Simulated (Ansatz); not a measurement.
# SnTe: energy against strain

SnTe (rock salt, Fm-3m, 32.304 Å³/atom at rest, cube axes along x, y and z) under a strain ε along a cube axis (axis z), the other axes held. r2SCAN in Ansatz, a plane-wave DFT program (PAW, default set), 500 eV, 13×13×13 Γ-centred mesh, Fermi-Dirac smearing 0.05 eV; ions are relaxed within the symmetry of each cell.

Here s stands for strain and y for E less E0.

| strain (%) | E less E0 (meV/atom) |
|---|---|
| -3.00 | ? |
| -1.50 | 3.07 |
| -1.00 | 1.34 |
| -0.50 | 0.33 |
| 0.00 | 0.00 |
| 0.50 | 0.31 |
| 1.00 | 1.22 |
| 1.50 | 2.69 |

The 7 complete rows are fitted with a parabola, y against s. Least squares gives y = 0.000 - 0.1000·s + 1.2800·s². Residuals (row less fit): 0.040, -0.040, -0.040, 0.000, 0.040, 0.040, -0.040; standard error 0.049 (degrees of freedom: 4). Twice the quadratic coefficient over the volume, 2 × 1.2800 meV × 10⁴ × 0.1602 / 32.304 Å³, is the elastic constant C11 = 127 ± 2 GPa.

**Question.** Estimate the missing y (s = -3.00); what did the run itself give?

**Answer.** y = 0.000 - 0.1000 × (-3.0) + 1.2800 × (-3.0)² = 11.820 meV/atom. The calculation gives 13.03 meV/atom, 1.210 meV/atom above the prediction (9.3 % of the range of y in the table). The row lies outside the fitted rows, so this is an extrapolation. From the scatter of the fitted rows alone, a prediction at this place has a standard error of 0.187 meV/atom, so the miss is 6.5 times that.

One order more, fitted to all 13 runs of the series, follows each within 0.01, so the miss is the next term of a smooth law. This level leaves no gap over 0.05 eV at strain -3.00, where the mesh may be coarse. SnTe stands in this structure, which distorts at low temperature. Rows are the converged runs of the series near zero and its far end; series whose fitted rows scatter by over a few per cent of the range, as at a crossing or softening among them, aren't shown in this form. Most that stay on the fit to the last digits aren't either.
